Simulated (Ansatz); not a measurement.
Structures of equal composition on the (000-1) surface of 4H silicon carbide (C plane on top): (√3x√3)R30° Bi adatom at H3; (√3x√3)R30° Bi adatom at T4. The slabs share one bottom face, and each structure is named by its start. These are constructed structures in small cells; real faces may alloy, dewet or reconstruct in larger ones, and not all known structures of the face are among them. Slabs of about 11 Å with all that they carry, Fermi-Dirac smearing of 0.025 eV. Bottom of the slabs: H caps. Relaxed from the named starts with such symmetry as they have, on meshes of like density; energies extrapolated to zero smearing; no spin-orbit coupling, no U. Spin-polarised runs, if any, are marked in brackets, and their order is one that fits the cell; the others ran without spin. Where a second, spin-polarised start was run, the lower counts.

Host crystal: 4H silicon carbide, with a band gap (PBE, scalar-relativistic without spin-orbit coupling).

Computed with r2SCAN, at the PBE geometry (plane waves to 500 eV, PAW; Ansatz, a quantum-chemistry and plane-wave program).

**Question.** Order them by energy per 1x1 cell (lowest first) at the level r2SCAN, at the PBE geometry.

**Answer.** (√3x√3)R30° Bi adatom at T4 (0.000 eV, gap 2.22 eV on the mesh), (√3x√3)R30° Bi adatom at H3 (0.057 eV, gap 1.93 eV on the mesh)
